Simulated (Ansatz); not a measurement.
The starting structures come from a database of crystals and need not be the phases stable at ambient conditions.

Here is the system:

```xyz
15
Lattice="5.6435 0.0000 0.0000 0.0000 9.8262 0.0000 0.2551 4.9131 2.9532" Properties=species:S:1:pos:R:3 pbc="T T T"
Li     2.2001     8.1456     0.9517
Li     3.6984     6.5938     2.0015
Li     3.6984    13.0587     2.0015
Li     2.2001     1.6807     0.9517
Ca     0.0000     3.1640     0.0000
Ca     0.0000     6.6622     0.0000
Mg     0.0000     0.0000     0.0000
Si     3.7363     9.8262     1.9004
Si     2.1623     4.9131     1.0529
N      3.9388     4.9131     0.7209
N      1.9597     9.8262     2.2324
N      4.3116     8.4057     1.0515
N      1.5870     6.3337     1.9018
N      1.5870     3.4925     1.9018
N      4.3116    11.2468     1.0515
```

Space group of this cell: C2/m. The cell is taken as given; by r2SCAN its mean pressure is -3.0 GPa.

Transport runs along the normal of the first two printed cell vectors.

The gap is the functional's own. No spin-orbit coupling. Mid-gap values are interpolated on the energy grid.

Question: Compute, with r2SCAN (Ansatz, an electronic-structure program), the band gap and the smallest decay constant κ at mid-gap.

Answer: Gap 3.79 eV on a 6×10×10 mesh; κ = 0.308 1/Å, at the zone centre.
